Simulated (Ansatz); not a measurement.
MoIr (Pmma, No. 51, 4 atoms in the cell; start mp-11481) was calculated with PBEsol in Ansatz (PAW).

Run with plane-wave cutoff 520 eV, 12×20×12 k mesh (along the axes of the cell as run), Fermi–Dirac smearing 0.05 eV, no spin polarisation, scalar-relativistic PAW data made under PBE.

Cell (relaxed at this level):

```xyz
4
Lattice="4.4123 0.0000 0.0000 0.0000 2.7469 0.0000 0.0000 0.0000 4.7924" Properties=species:S:1:pos:R:3 pbc="T T T"
Mo     1.1031     0.0000     3.9743
Mo     3.3093     0.0000     0.8181
Ir     1.1031     1.3734     1.5566
Ir     3.3093     1.3734     3.2358
```

**Question.** Estimate the bulk modulus that the calculation returns.

**Answer.** 
- bulk modulus: 339 GPa

Note: the run has no spin polarisation, so it can have missed a magnetic state; the bulk modulus is −V dP/dV from two relaxed cells at ±2 % in volume; the relaxation could not lower the start's symmetry, so the cell can be a saddle point above a distorted one.

Spin–orbit coupling is not included.

Computing time: very roughly 3 core-minutes.

A start named mp-… is a Materials Project structure, which need not be a measured phase.

Ansatz is a program for electronic structure.
